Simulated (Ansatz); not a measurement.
System: C (model structure, P6/m, No. 175, 24 atoms in the cell). Method: r²SCAN (Ansatz, a first-principles code, plane waves, PAW).

Numerical settings: plane-wave cutoff 560 eV, 6×6×14 k mesh (along the axes of the cell as run), Fermi–Dirac smearing 0.01 eV, scalar-relativistic PAW data made under PBE.

Cell (relaxed at this level):

```
C
1.0
   11.51714     0.00000     0.00000
   -5.75857     9.97413     0.00000
    0.00000     0.00000     2.45518
C
24
Direct
  0.34814   0.98629   0.00000
  0.40159   0.12734   0.00000
  0.41027   0.19324   0.50000
  0.39004   0.30523   0.50000
  0.36184   0.34814   0.00000
  0.27425   0.40159   0.00000
  0.21703   0.41027   0.50000
  0.08481   0.39004   0.50000
  0.01371   0.36184   0.00000
  0.87266   0.27425   0.00000
  0.80676   0.21703   0.50000
  0.69477   0.08481   0.50000
  0.65186   0.01371   0.00000
  0.59841   0.87266   0.00000
  0.58973   0.80676   0.50000
  0.60996   0.69477   0.50000
  0.63816   0.65186   0.00000
  0.72575   0.59841   0.00000
  0.78297   0.58973   0.50000
  0.91519   0.60996   0.50000
  0.98629   0.63816   0.00000
  0.12734   0.72575   0.00000
  0.19324   0.78297   0.50000
  0.30523   0.91519   0.50000
```

### Question
What does this level give for the band gap and Γ–Γ gap?

### Answer

- band gap = 0.93 eV (on the SCF k mesh)
- Γ–Γ gap = 4.09 eV

Note: the relaxation could raise the start's symmetry but not lower it, so the cell can be a saddle point.

Cost on a shared machine: very roughly 23 core-minutes.

A model structure was made by putting elements into a prototype or built by hand; it is no filed structure, need not be a known phase, and can be a saddle point held by its symmetry.
